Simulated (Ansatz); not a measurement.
SiO2 in the CdI2 type structure (space group P-3m1, No. 164; a hypothetical phase, not in the database extracts checked; layered, stacked along the Cartesian z axis)

```
CELL_PARAMETERS angstrom
      2.67012     0.00000     0.00000
     -1.33506     2.31239     0.00000
      0.00000     0.00000     4.50896
ATOMIC_POSITIONS crystal
  Si 0.00000 0.00000 0.00000
  O  0.66667 0.33333 0.20216
  O  0.33333 0.66667 0.79784
```

Computed with DFT with PBEsol-D3(BJ), PAW potentials and a 420 eV plane-wave cutoff in Ansatz (a program for electronic structure), no spin-orbit coupling. Γ-centred 14×14×7 mesh, Fermi–Dirac width 0.05 eV.

| Quantity | Result |
|---|---|
| Volume per atom | 9.28 Å³ |
| Density | 3.58 g/cm³ |
| Band gap | 6.28 eV, indirect, K–Γ (67 % along) → Γ |
| Electron mass | 0.75 mₑ along c, 0.37 mₑ across |
| Lowest conduction-band minima above the VBM | Γ 6.28 eV; M (1/2, 0, 0) 7.72 eV |
| Total energy | -582.120 eV/atom (σ→0; compares only within this code and set-up) |

Effective masses come from finite differences of ±0.01 Å⁻¹. No phonon test of stability was made.
